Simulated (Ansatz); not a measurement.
## Ga₃AlN₄ (model structure, P3m1, No. 156, 8 atoms in the cell)

The numbers are results of LDA (plane waves, PAW; Ansatz, an electronic-structure program), not measurements.

Settings: plane-wave cutoff 520 eV, 12×12×4 k mesh (along the axes of the cell as run), Fermi–Dirac smearing 0.01 eV, scalar-relativistic PAW data made under PBE.

Cell (relaxed at this level):

AlGa3N4 is taken in the trigonal space group P3m1 (No. 156), Pearson symbol hP8. Cell: a = 3.135 Å, b = 3.135 Å, c = 10.193 Å, α = 90.00°, β = 90.00°, γ = 120.00°. Ga1 on 1c is coordinated by 4 N at 1.923–1.936 Å (tetrahedral). N1 on 1c has 4 Ga at 1.919–1.936 Å (tetrahedral). Ga2 on 1a is surrounded by 4 N at 1.919–1.936 Å (tetrahedral). N2 on 1a has 4 Ga at 1.921–1.936 Å (tetrahedral). Ga3 on 1c sees 4 N at 1.921–1.941 Å (tetrahedral). N3 on 1c sees 3 Al at 1.898 Å and 1 Ga at 1.941 Å (tetrahedral). Al on 1a sees 4 N at 1.881–1.898 Å (tetrahedral). N4 on 1a sees 1 Al at 1.881 Å and 3 Ga at 1.923 Å (tetrahedral). (Neighbours: up to the widest gap in distance over summed covalent radii, below 1.35, at either atom; cation-cation and far metal-metal contacts left out.)

| Item | Value |
|---|---|
| band gap | 2.54 eV (direct) |

Note: the relaxation could raise the start's symmetry but not lower it, so the cell can be a saddle point.

Spin–orbit coupling is not included.

Computing time: about 40 core-seconds (a rough figure).

A model structure was made by putting elements into a prototype or built by hand; it is no filed structure, need not be a known phase, and can be a saddle point held by its symmetry.
